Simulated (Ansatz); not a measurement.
What pressure 9 GPa does to Ta

The parent structure is Ta in the bcc (W type) structure (space group Im-3m, No. 229; a = 3.305 Å).

One thing is altered: cell and atoms relaxed at a pressure of 9 GPa.

Method: r2SCAN (Ansatz, a quantum-chemistry and plane-wave program, PAW, no spin-orbit coupling), earlier PAW set. Γ-centred 20×20×20 mesh, Fermi–Dirac width 0.05 eV.

| quantity | base | changed | shift |
|---|---|---|---|
| volume per atom | 18.05 Å³ | 17.33 Å³ | -0.72 Å³ |
| density | 16.64 g/cm³ | 17.34 g/cm³ | +0.692 g/cm³ |
| shortest interatomic distance | 2.862 Å | 2.824 Å | -0.0386 Å |
| enthalpy H = E + PV relative to the base's energy | – | +0.99 eV/atom | – |
| band gap | zero | zero | – |

Final structure:

```
Ta
1.0
   -1.63027     1.63027     1.63027
    1.63027    -1.63027     1.63027
    1.63027     1.63027    -1.63027
Ta
1
Cartesian
  0.00000   0.00000   0.00000
```

Cost of the whole job for the changed cell (relaxation, final SCF and bands): about 28 core-seconds (a rough figure).

Load acts through the strain it causes; cell and atoms are relaxed under it. Whether these cells are dynamically stable was not tested. No other phases were tried under pressure. All final runs are without spin polarisation.
